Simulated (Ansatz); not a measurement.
Can RhZn (Pm-3m) replace Cu in a narrow line?

RhZn (Pm-3m) has a bulk resistivity ρ₀ of 5.22 μΩ·cm and a mean free path ℓ of 16.1 nm. Cu (Fm-3m): ρ₀ = 1.66 μΩ·cm, ℓ = 40.5 nm. Both at 300 K by PBEsol, DFPT electron-phonon coupling, linearised Boltzmann equation (plane waves, PAW, scalar-relativistic; Ansatz, a quantum-chemistry and plane-wave program); third figures are kept for the arithmetic, and halving the electron mesh moves ρ₀ by up to 3 and 1 % at 300 K, and ℓ by up to 1 and 1 % (the most at any temperature). Cell of RhZn (Pm-3m): a = 2.9728 Å, b = 2.9728 Å, c = 2.9728 Å, α = 90.00°, β = 90.00°, γ = 90.00°. Remarks on RhZn (Pm-3m): eigensolver warning.

Square wire of width d: ρ(d) = ρ₀ + ρ₀ℓ [3(1 − p)/(4d) + 3R/(2D(1 − R))], with p = 0.5, R = 0.4, D = d.

### Question
Write ρ(d) for both metals.

### Answer
With D = d the size term is Kρ₀ℓ/d, K = 0.75 × 0.5 + 1.5 × 0.4/0.60 = 1.38. RhZn (Pm-3m): ρ₀ℓ = 8.4×10⁻¹⁶ Ω·m², ρ = 5.22 + 116/d. Cu: 6.72×10⁻¹⁶ Ω·m², ρ = 1.66 + 92.8/d (μΩ·cm, d in nm).

### Question
Do these numbers give a width at which RhZn (Pm-3m) overtakes?

### Answer
Nowhere: neither ρ₀ nor ρ₀ℓ of RhZn (Pm-3m) lies under that of Cu.

### Question
Give copper a liner of 1.5 nm on each side that carries no current, and suppose that RhZn (Pm-3m) needs no liner. Tabulate ρL/d² for L = 1 μm against the trench width w. Take w = 12, 16, 20, 24 nm.

### Answer
| w (nm) | ρ, RhZn (Pm-3m) (μΩ·cm) | Ω/μm, RhZn (Pm-3m) | core d (nm) | ρ, Cu (μΩ·cm) | Ω/μm, Cu |
|---|---|---|---|---|---|
| 12 | 14.9 | 1030 | 9 | 12.0 | 1480 |
| 16 | 12.5 | 490 | 13 | 8.8 | 520 |
| 20 | 11.0 | 280 | 17 | 7.1 | 250 |
| 24 | 10.1 | 175 | 21 | 6.1 | 138 |

The line of RhZn (Pm-3m) has the lower resistance at w = 12, 16 nm. The line of Cu has the lower resistance at w = 20, 24 nm. For Cu, d lies under 0.3 ℓ at w = 12 nm, where the formula is only a guide.

The formula is the first-order form of the Fuchs-Sondheimer and Mayadas-Shatzkes models for a square wire of an isotropic metal and fails where d lies far under ℓ. p, R and D are assumed, not computed. Defining ℓ as one path for all states would lower each ρ₀ℓ, not all alike. ρ₀ is phonon-limited: no impurities, no disorder, and the values belong to this polymorph, stable or not.

Computed structure with no diffraction record at hand here (it may be known, metastable or hypothetical): RhZn (Pm-3m).
